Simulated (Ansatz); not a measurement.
## A computed series for Ga2O3: response to strain

The reference is Ga$_{2}$O$_{3}$ (space group C2/m, No. 12).

```xyz
10
Lattice="6.2276 -1.5417 0.0000 6.2276 1.5417 0.0000 -1.3923 0.0000 5.7103" Properties=species:S:1:pos:R:3 pbc="T T T"
Ga     0.0133     0.0000     4.5380
Ga    11.0496     0.0000     1.1723
Ga     7.7644     0.0000     1.7940
Ga     3.2986     0.0000     3.9164
O      1.8842     0.0000     0.6235
O      9.1787     0.0000     5.0868
O      1.3778     0.0000     3.2227
O      9.6851     0.0000     2.4876
O      5.8207     0.0000     1.4659
O      5.2422     0.0000     4.2444
```

Cartesian axes are those of the cell as printed.

Strains are applied to the cell and any free atomic positions relax; under biaxial strain the out-of-plane vector relaxes too.

Computed with PBE (Ansatz, a quantum-chemistry and plane-wave program), spin-orbit coupling left out.

Candidates:
(a) biaxial strain +2.43 %, plane normal [001], relaxed out of plane
(b) biaxial strain −4.81 %, plane normal [001], relaxed out of plane
(c) biaxial strain +3.75 %, plane normal [001], relaxed out of plane
(d) biaxial strain −1.97 %, plane normal [001], relaxed out of plane

Order them by out-of-plane strain, highest first.

(b) biaxial strain −4.81 %, plane normal [001], relaxed out of plane (+3.61 %), (d) biaxial strain −1.97 %, plane normal [001], relaxed out of plane (+1.27 %), (a) biaxial strain +2.43 %, plane normal [001], relaxed out of plane (-1.29 %), (c) biaxial strain +3.75 %, plane normal [001], relaxed out of plane (-1.90 %)

No phonon test of stability was made.
